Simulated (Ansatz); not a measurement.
Pressure series in TaAlO4

The parent structure is TaAlO4 (space group C2/m, No. 12; a = 12.154 Å, b = 3.782 Å, c = 6.454 Å, α = γ = 90.00°, β = 107.73°).

Cell and atoms are relaxed at each pressure.

Computed with Ansatz (an electronic-structure program), PBEsol, PAW, cutoff 420 eV, no spin-orbit coupling.

Notes on the quantities. enthalpy: H = E + PV relative to the base's energy.

| variant | shortest interatomic distance | band gap | density | enthalpy |
|---|---|---|---|---|
| base | 1.809 Å | 4.13 eV | 6.39 g/cm³ | – |
| pressure −2 GPa | 1.811 Å | 4.12 eV | 6.32 g/cm³ | -0.15 eV/atom |
| pressure −1 GPa | 1.810 Å | 4.12 eV | 6.36 g/cm³ | -0.07 eV/atom |
| pressure 0.3 GPa | 1.808 Å | 4.13 eV | 6.40 g/cm³ | +0.02 eV/atom |
| pressure 0.7 GPa | 1.808 Å | 4.13 eV | 6.41 g/cm³ | +0.05 eV/atom |
| pressure 1.5 GPa | 1.807 Å | 4.13 eV | 6.44 g/cm³ | +0.11 eV/atom |
| pressure 3 GPa | 1.805 Å | 4.14 eV | 6.49 g/cm³ | +0.22 eV/atom |
| pressure 5 GPa | 1.802 Å | 4.15 eV | 6.55 g/cm³ | +0.36 eV/atom |
| pressure 7.5 GPa | 1.798 Å | 4.16 eV | 6.63 g/cm³ | +0.54 eV/atom |
| pressure 10 GPa | 1.791 Å | 4.17 eV | 6.70 g/cm³ | +0.72 eV/atom |

With Ta present, leaving out spin-orbit coupling can change the band edges. Load acts through the strain it causes; cell and atoms are relaxed under it. Stability against distortions was not tested. No other phases were tried under pressure.
